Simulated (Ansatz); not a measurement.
Consider a periodic stack without vacuum, fcc Pt (1 1 0) on tetragonal BaTiO3 (1 0 1) (film strained to the substrate, started from cuts of the bulks and a machine-learned relaxation; slabs Ba5Ti5O15 and Pt16, which can lie off the formulas): substrate slab Ba5Ti5O15, film Pt16, surface cells [[0, 1], [-1, 0]] and [[0, 2], [-1, 0]], film strained by +0.4 and +3.2 %, outermost planes O/BaOTi and Pt/Pt as cut, which need not be the usual terminations and can put a slab off its formula. Its start:

```
CELL_PARAMETERS angstrom
      5.79184     0.00000    -0.05903
      0.00000     3.98572    -0.02345
      1.64819    -1.15990    26.92511
ATOMIC_POSITIONS crystal
  Ba 0.26560 0.94832 0.07491
  Ti 0.76426 0.43749 0.07900
  O  0.52915 0.44656 0.03609
  O  0.01893 0.44879 0.03558
  O  0.76824 0.97015 0.08921
  Ba 0.75747 0.99652 0.18886
  Ti 0.25658 0.49730 0.18616
  O  0.02671 0.48293 0.14236
  O  0.50909 0.48569 0.14236
  O  0.25855 0.00196 0.19730
  Ba 0.24756 0.03475 0.29840
  Ti 0.74782 0.53390 0.29608
  O  0.51719 0.51971 0.25248
  O  0.99848 0.51985 0.25203
  O  0.74740 0.03764 0.30701
  Ba 0.72817 0.06988 0.40750
  Ti 0.22942 0.56964 0.40610
  O  0.99850 0.55542 0.36200
  O  0.48020 0.55531 0.36178
  O  0.22649 0.07239 0.41575
  Ba 0.19764 0.10445 0.52173
  Ti 0.70114 0.60330 0.51235
  O  0.46467 0.58874 0.47046
  O  0.95620 0.58879 0.47075
  O  0.69581 0.10307 0.51940
  Pt 0.09303 0.13922 0.65591
  Pt 0.59529 0.13950 0.65644
  Pt 0.36562 0.62629 0.61162
  Pt 0.86038 0.62553 0.60947
  Pt 0.54334 0.16873 0.76100
  Pt 0.04292 0.16878 0.76074
  Pt 0.81156 0.65432 0.70971
  Pt 0.31064 0.65427 0.71096
  Pt 0.03294 0.20469 0.86334
  Pt 0.53259 0.20386 0.86365
  Pt 0.28471 0.68495 0.81261
  Pt 0.78437 0.68487 0.81165
  Pt 0.53421 0.24237 0.96232
  Pt 0.02943 0.24148 0.96209
  Pt 0.78551 0.72909 0.91596
  Pt 0.28574 0.72876 0.91722
```

The start was prepared with a machine-learned potential, and the result is one local minimum, with the in-plane cell held and forces under 0.04 eV/Å; the film can end far from its bulk form.

Calculation: PBE (plane waves to 420 eV, PAW; Ansatz, a program for electronic structure). No spin–orbit coupling; the runs are not spin-polarised; PBE gaps are too small against experiment. Its k-point mesh 5×7×1, Fermi–Dirac width 0.05 eV.

Predict the relaxed interface.

interface area: 23.1 Å²
period: 26.89 Å
heights between the nearest atoms of the two slabs at the two interfaces: 2.38 and 2.02 Å
Ba–Pt contacts across the interfaces within 1.22 times the sum of covalent radii: 10, mean 3.76 Å
Pt–Ti contacts across the interfaces within 1.22 times the sum of covalent radii: 4, mean 3.24 Å
O–Pt contacts across the interfaces within 1.22 times the sum of covalent radii: 2, mean 2.02 Å
